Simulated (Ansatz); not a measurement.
# A worked fit of the pressure against the volume, with one run withheld: Y (P6_3/mmc, 2 atoms in the cell)

```
CELL_PARAMETERS angstrom
      3.70522     0.00000     0.00000
     -1.85261     3.20882     0.00000
      0.00000     0.00000     5.98028
ATOMIC_POSITIONS crystal
  Y  0.33333 0.66667 0.25000
  Y  0.66667 0.33333 0.75000
```
Moments meant for the start (each program seeds them in its own way; μB, in the order of the atoms Y Y): 1.0 1.0.

Computed with PBE, harder PAW files (source: ansatz) (plane waves; Ansatz, an electronic-structure program).

Base settings: basis.ecutwfc = 30.9 Ry; kpoints.mp_grid.grid = 7 7 4; hamiltonian.xc = pbe; hamiltonian.pseudopotentials = {kind: paw, source: ansatz}; magnetization.spin_polarized = true; scf.occupations.method = gaussian; scf.occupations.width = 0.02 Ry.

The starting cell comes from a database of computed structures (which also holds hypothetical and non-ambient phases and stackings), without a prior relaxation at this level. Its lattice was rescaled by a random factor within 2.5 % of one. The starting moments vanished: the run ended non-magnetic. The program warned that a starting moment was not kept. Ansatz's pressure includes its estimate of the finite-basis (Pulay) stress.

Murnaghan's equation with B′ set to 4 (a common value, assumed and not fitted) makes the pressure a straight line in x = (V₁/V)⁴, here with V₁ = 35.551 Å³/atom: P = a + b·x. The rows are the cell shown with its lattice scaled (for instance lattice scaled by 0.97, lattice scaled by 0.985, lattice scaled by 1.015, lattice scaled by 1.03); fractional positions and shape were held.

| volume (Å³/atom) | (V₁/V)⁴ | pressure (GPa) |
|---|---|---|
| 38.847 | 0.7014 | -5.06 |
| 37.175 | 0.8364 | -3.98 |
| 35.551 | 1.0000 | -2.69 |
| 33.975 | 1.1989 | ? |
| 32.446 | 1.4413 | 0.66 |

Problem. Fit the line to the 4 rows given and predict the withheld one.

Solution. Means: x̄ = 0.99477, ȳ = -2.7675. Σ(x − x̄)(y − ȳ) = 2.395 and Σ(x − x̄)² = 0.3106, so b = 7.713 and a = ȳ − b·x̄ = -10.440; P = 0 at x₀ = −a/b = 1.3536, so V₀ = V₁·x₀^(−1/4) = 32.96 Å³/atom and B₀ = 4·b·x₀ = 42 GPa (for B′ = 4 and held positions). The largest residual of the fitted rows is 0.037. At x = 1.1989 the line gives -1.19 GPa. The run gave -1.15 GPa, a miss of 0.04 GPa. The rows were chosen because the form fits them, the withheld one included, so this shows the method and is no test of the form.

Left out of this page: 5 runs of the series outside the window shown, repeating another row's setting, or not comparable.

Keys are those of Ansatz 0.2.
